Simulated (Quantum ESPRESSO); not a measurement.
## One base run on ZrTiPd (Amm2, 12 atoms in the cell) and variants with one or two settings moved

```
ZrTiPd
1.0
    8.69888     0.00000     0.00000
    0.00000     2.74024     4.61883
    0.00000    -2.74024     4.61883
Zr Ti Pd
4 4 4
Direct
  0.31346   0.32480   0.32480
  0.68654   0.32480   0.32480
  0.19052   0.66081   0.66081
  0.80948   0.66081   0.66081
  0.50000   0.84687   0.84687
  0.00000   0.16857   0.65241
  0.00000   0.65241   0.16857
  0.00000   0.17297   0.17297
  0.24585   0.99444   0.99444
  0.75415   0.99444   0.99444
  0.50000   0.84266   0.35628
  0.50000   0.35628   0.84266
```

Base run A: Quantum ESPRESSO with LDA (PZ), GBRV 1.5 ultrasoft (LDA) pseudopotentials, self-consistent single point.

Its settings: ecutwfc = 50 Ry; ecutrho = 400 Ry; occupations = smearing; smearing = gaussian; degauss = 0.0147 Ry; potentials = {Zr: zr_lda_v1.uspp.F.UPF, Ti: ti_lda_v1.4.uspp.F.UPF, Pd: pd_lda_v1.4.uspp.F.UPF}; K_POINTS = automatic 2 5 5 0 0 0; conv_thr = 1e-10 Ry; mixing_beta = 0.3.

The starting cell comes from a database of computed structures (which also holds hypothetical and non-ambient phases and stackings), without a prior relaxation at this level. Spin polarisation is off. In the base run, with a pressure of about -10 GPa the cell is away from its equilibrium volume at this level. Without a gap this mesh is coarse (it stands for a supercell whose shortest vector is 17 Å).

ΔF is the free energy per atom less that of run A. 

Runs:
- B: ecutrho: 400 Ry → 300 Ry
- C: K_POINTS: automatic 2 5 5 0 0 0 → automatic 3 6 6 1 1 1
- D: lattice scaled by 1.015
- E: mixing_beta: 0.3 → 0.1
- F: diago_full_acc: default → true

```json
[
 {"run": "A", "ΔF (meV/atom)": "0.00", "pressure (GPa)": "-10.08", "largest force (eV/Å)": "0.134", "k-points": "18"},
 {"run": "B", "ΔF (meV/atom)": "0.00", "pressure (GPa)": "-10.08", "largest force (eV/Å)": "0.134", "k-points": "18"},
 {"run": "C", "ΔF (meV/atom)": "0.94", "pressure (GPa)": "-10.06", "largest force (eV/Å)": "0.139", "k-points": "24"},
 {"run": "D", "ΔF (meV/atom)": "64.7", "pressure (GPa)": "-14.63", "largest force (eV/Å)": "0.203", "k-points": "18"},
 {"run": "E", "ΔF (meV/atom)": "0.00", "pressure (GPa)": "-10.08", "largest force (eV/Å)": "0.134", "k-points": "18"},
 {"run": "F", "ΔF (meV/atom)": "0.00", "pressure (GPa)": "-10.08", "largest force (eV/Å)": "0.134", "k-points": "18"}
]
```

Run C against A: The free energy stays essentially unchanged (within 1 meV/atom), the pressure hardly changes (-10.08 to -10.06 GPa) and the largest force goes from 0.134 to 0.139 eV/Å.

Run D against A: The free energy rises by 64.7 meV/atom, the pressure goes from -10.08 to -14.63 GPa and the largest force goes from 0.134 to 0.203 eV/Å.
